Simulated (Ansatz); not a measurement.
**How the bulk modulus B0 of Al2O (model structure, Fm-3m, No. 225, 3 atoms in the cell) moves with the method**

No measured value is used here.

```json
[
 {"level (code)": "LDA (Ansatz)", "value (GPa)": "69.0", "cell (Å³/atom)": "14.44"},
 {"level (code)": "PBE (Ansatz)", "value (GPa)": "57.5", "cell (Å³/atom)": "15.39"},
 {"level (code)": "PBEsol (Ansatz)", "value (GPa)": "67.0", "cell (Å³/atom)": "14.80"},
 {"level (code)": "r²SCAN (Ansatz)", "value (GPa)": "60.7", "cell (Å³/atom)": "14.84"}
]
```

LDA, PBE, PBEsol, r²SCAN: the bulk modulus is −V dP/dV from two relaxed cells at ±2 % in volume. Each level is taken at its own relaxed cell. Cutoffs differ between the levels. Ansatz's density-functional and Hartree–Fock values are scalar-relativistic unless marked +SOC, with PAW data made under PBE.

A model structure was made by putting elements into a prototype or built by hand; it is no filed structure, need not be a known phase, and can be a saddle point held by its symmetry.

Ansatz is a quantum-chemistry and plane-wave program.
